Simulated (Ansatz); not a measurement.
# ZnCu2SnS4 under a change: isotropic strain +0.71 %

Base system: ZnCu2SnS4 (space group I-4, No. 82; a = 5.468 Å, c = 10.935 Å).

Modification: the cell is scaled by 1.0071 in all directions; the atoms relax in the strained cell.

All numbers come from PBE in Ansatz (plane waves to 420 eV, PAW, no SOC), earlier PAW set. Settings: 9×9×9 k-points, 0.05 eV Fermi–Dirac smearing.

The volume per atom goes up by 0.44 Å³, from 20.44 Å³ to 20.88 Å³ and the space group stays I-4 (No. 82). The shortest interatomic distance grows by 1.8 pm, from 231.7 pm to 233.5 pm and the energy rises by 1.9 meV/atom. The pressure (mean of the normal stresses, compression positive) goes from zero to -1.4 GPa and the band gap is still zero. The valley order (the lowest conduction-band minima on the path, energy above the VBM, named in the base's zone) goes from Γ 0.04 eV; X (0, 0, 1/2) 0.47 eV to Γ 0.01 eV; X (0, 0, 1/2) 0.44 eV.

Final structure:

```
CELL_PARAMETERS angstrom
     -2.75365     2.75365     5.50639
      2.75365    -2.75365     5.50639
      2.75365     2.75365    -5.50639
ATOMIC_POSITIONS crystal
  Cu 0.00000 0.00000 0.00000
  Cu 0.75000 0.25000 0.50000
  Zn 0.25000 0.75000 0.50000
  Sn 0.50000 0.50000 0.00000
  S  0.63659 0.62871 0.52374
  S  0.10497 0.11285 0.47626
  S  0.37129 0.89503 0.00788
  S  0.88715 0.36341 0.99212
```

Whether these cells are dynamically stable was not tested. The final runs are not spin-polarised. Gaps under 0.05 eV, about the width of the smearing, are given as zero. A zero or small gap of ZnCu2SnS4 can be the functional's error rather than a property of the material.

Ansatz is a quantum-chemistry and plane-wave program.
